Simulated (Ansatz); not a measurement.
**Fluorite HfO₂ (high-temperature phase)**

All values below come from PBE0 (Ansatz, a program for electronic structure, PAW).

Settings: plane-wave cutoff 460 eV, 8×8×8 k mesh, Fermi–Dirac smearing 0.01 eV, scalar-relativistic PAW data made under PBE.

Cell (relaxed at this level):

```yaml
crystal:
  lattice:
    - [0.00000, 2.52838, 2.52838]
    - [2.52838, 0.00000, 2.52838]
    - [2.52838, 2.52838, 0.00000]
  atoms:
    - { symbol: Hf, position: [0.00000, 0.00000, 0.00000] }
    - { symbol: O, position: [0.25000, 0.25000, 0.25000] }
    - { symbol: O, position: [0.75000, 0.75000, 0.75000] }
```

bulk modulus: 272 GPa
band gap: 6.16 eV (on the SCF k mesh)
direct gap at Γ: 7.01 eV
pressure derivative B′ of the bulk modulus: 4.1

Measured, for comparison: bulk modulus 242 ± 16 GPa (room temperature, no zero-point or thermal correction, nanocrystalline cubic HfO2, second-order Birch-Murnaghan; as tabulated in High-pressure structural stability, equation of state, and thermal expansion …). Computed (rounded) less measured: bulk modulus +12 %.

Note: symmetry holds this phase in the static calculation, where it need not be a minimum; held by symmetry at 0 K, a high-temperature phase can be a saddle point.

Spin–orbit coupling is not included.

The computed numbers hold no vibrational or temperature effects.

Computing time: about 10 core-minutes (a rough figure).
